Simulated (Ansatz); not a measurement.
**H2O on the 1x1 (10-10) surface of wurtzite AlN (cut with top plane Al + N), one in a 2x1 cell, started at the site 'top N'**

Host crystal: wurtzite AlN, with a band gap (PBE, scalar-relativistic without spin-orbit coupling).

Method: PBE (plane waves to 420 eV, PAW; Ansatz, a first-principles code).

Model: 35-atom slab, 8.9 Å thick at the start under the adsorbate (thin: gaps and levels are the slab's own), 3x4x1 mesh, Fermi-Dirac 0.01 eV, dipole correction, 16 atoms held, the rest relaxed; no symmetry held; no spin, no spin-orbit, no U, no dispersion correction. At the end it is bonded to Al + N. In PBE it is, or lies within 0.03 eV of, the lowest of the starts that converged.

- energy of the end state, in which the adsorbate came apart, against H2O(g): -2.84 eV
- change of the step from the bottom to the top vacuum level, against the clean slab: -0.16 eV
- energy released by relaxation: 6.96 eV
- height of the binding atom over the mean of the host atoms within 0.3 Å of the top one: 1.690 Å
- largest move of a host atom: 0.34 Å
- note: in the relaxation the adsorbate left its starting site by 2.5 Å
- cost: around 30 core-minutes (rough)

A negative adsorption energy means that the adsorbate is more stable on the surface than in its reference.
